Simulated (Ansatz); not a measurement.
**Ti in the diamond structure (space group Fd-3m, No. 227; a hypothetical phase, not in the database extracts checked)**

```yaml
crystal:
  lattice:
    - [0.00000, 2.75949, 2.75949]
    - [2.75949, 0.00000, 2.75949]
    - [2.75949, 2.75949, 0.00000]
  atoms:
    - { symbol: Ti, position: [0.25000, 0.25000, 0.25000] }
    - { symbol: Ti, position: [0.00000, 0.00000, 0.00000] }
```

Calculations: plane-wave PAW DFT at the PBEsol level (Ansatz, a first-principles code, 420 eV), no spin-orbit coupling. k-mesh 15×15×15 (Γ-centred); smearing 0.05 eV (Fermi–Dirac).

| Item | Result |
|---|---|
| Volume per atom | 21.01 Å³ |
| Density | 3.78 g/cm³ |
| Band gap | zero |
| Total energy | -2471.504 eV/atom (σ→0; compares only within this code and set-up) |

No phonon test of stability was made. The final runs are not spin-polarised. Ti has a high density of states at the Fermi level and may be magnetic at this level.
